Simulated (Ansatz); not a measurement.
**GaAs: biaxial strain +1.00 %, plane normal [001], relaxed out of plane**

Base system: GaAs in the zinc blende structure (space group F-43m, No. 216; a = 5.659 Å). Axes: x, y, z lie along the cube axes.

It is then changed as follows: biaxial strain +1.00 %, plane normal [001], relaxed out of plane (Cartesian); in-plane vectors clamped, the third vector and the atoms free.

Calculations: PBEsol (Ansatz, a quantum-chemistry and plane-wave program, PAW, no spin-orbit coupling). k-mesh 10×10×10 (Γ-centred); smearing 0.05 eV (Fermi–Dirac).

```tsv
quantity	base	changed	shift
volume per atom	22.65 Å³	22.90 Å³	+0.25 Å³
space group	F-43m (No. 216)	I-4m2 (No. 119)	–
shortest interatomic distance	2.450 Å	2.459 Å	+0.009 Å
energy relative to the base (free energy F)	0 meV/atom	+1.6 meV/atom	+1.6 meV/atom
pressure (mean of the normal stresses, compression positive)	0.0 kbar	-7.3 kbar	-7.38 kbar
band gap	0.42 eV	0.27 eV	-0.15 eV
gap character	direct at Γ	direct at Γ	–
valence-band top at Γ (three highest levels, from the VBM)	0.00, 0.00, 0.00 eV	0.00, -0.10, -0.10 eV	–
out-of-plane strain	–	-0.90 %	–
ratio −ε⊥/ε∥	–	0.90	–
mean in-plane stress (compression positive)	–	-1.1 GPa	–
```

Final structure (turned so that z lies along the plane normal):

```
CELL_PARAMETERS angstrom
      4.04150     0.00000     0.00000
      0.00000     4.04150     0.00000
      2.02075    -2.02075     2.80407
ATOMIC_POSITIONS crystal
  Ga 0.00000 0.00000 0.00000
  As 0.75000 0.75000 0.50000
```

Whether these cells are dynamically stable was not tested. The zero or small gap of GaAs under biaxial strain +1.00 %, plane normal [001], relaxed out of plane can change with the level of theory. k-point labels follow each cell's own Brillouin zone.
